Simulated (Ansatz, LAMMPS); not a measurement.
## Si well of 8 atomic layers along [001] in random Si0.8Ge0.2, interfaces one step of a layer

Cell 16.58 × 16.58 × 43.97 Å, Si497Ge79, 576 atoms. Prepared with Tersoff's 1989 multicomponent potential (SiCGe.tersoff) (LAMMPS): minimisation. 

That structure was relaxed on with PBE, support functions at accuracy medium on the grid of 370 eV run with Ansatz (a first-principles code). Basis: localised support functions (accuracy medium) on a full density matrix. k-points: zone centre alone; occupations: Fermi-Dirac, 0.010 eV; spin polarisation not allowed. No spin-orbit coupling.

What does DFT change in the classical structure?

The energy falls by 0.2 meV an atom over 2 steps; atoms move by 0.008 Å root mean square, 0.02 Å at most.
```csv
quantity,classical minimum,after DFT steps
4-fold atoms (%),100.0,100.0
spread of bond angles (°),0.7,0.9
```
